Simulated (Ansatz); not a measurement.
Start from SnSe2 in the CdI2 type structure (space group P-3m1, No. 164; a = 3.7935 Å, c = 5.7425 Å; layered, stacked along the Cartesian z axis). Axes: x lies along a and z along c of the hexagonal cell.

The change: biaxial strain −4.57 %, plane normal [001], relaxed out of plane (Cartesian); in-plane vectors clamped, the third vector and the atoms free.

Levels (all Ansatz, a quantum-chemistry and plane-wave program, PAW, earlier PAW set): PBEsol-D3(BJ) (420 eV, no spin-orbit coupling); r2SCAN (500 eV, spin-orbit coupling left out).

The geometry is relaxed with PBEsol-D3(BJ).

| Property | Result |
|---|---|
| PBEsol-D3(BJ) band gap | 0.13 eV |
| PBEsol-D3(BJ) smallest direct gap | 1.04 eV |
| PBEsol-D3(BJ) gap character | indirect, k = (0, 0.100, 0.167) in the run's primitive reciprocal basis → k = (0, 0.400, -1/3) in the run's primitive reciprocal basis |

**Question.** How does going to r2SCAN change the band gap, smallest direct gap and gap character?

**Answer.** The band gap goes up by 0.40 eV to 0.53 eV; the smallest direct gap grows by 0.40 eV (1.04 eV → 1.44 eV); the gap character remains indirect, k = (0, 0.100, 0.167) in the run's primitive reciprocal basis → k = (0, 0.400, -1/3) in the run's primitive reciprocal basis.

Single points use the geometry relaxed with PBEsol-D3(BJ). No phonon test of stability was made. The final runs are not spin-polarised. A zero or small gap of SnSe2 can be the functional's error rather than a property of the material.
